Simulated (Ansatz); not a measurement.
The parent structure is TiC in the rock salt structure (space group Fm-3m, No. 225; a = 4.329 Å; relaxed with 0.1 eV smearing). Axes: x, y, z lie along the cube axes.

Computed with r2SCAN (Ansatz, an electronic-structure program, PAW, scalar-relativistic without spin-orbit coupling), earlier PAW set.

A first run, uniaxial strain ε_zz = −2.15 %, gives secant values C11 ≈ 600 GPa and C12 ≈ 130 GPa from its stress. A second run applies uniaxial stress, 3 GPa tension along x.

### Question
What does linear elasticity predict for Young's modulus in the second run, and what does the run give?

### Answer
Linear elasticity: (C11 − C12)(C11 + 2 C12)/(C11 + C12) = 550 GPa. The run gives 460 GPa; any difference comes from nonlinear terms at these strains and numerical noise.

Beyond what the load breaks, stability against distortions was not tested. The final runs are not spin-polarised.
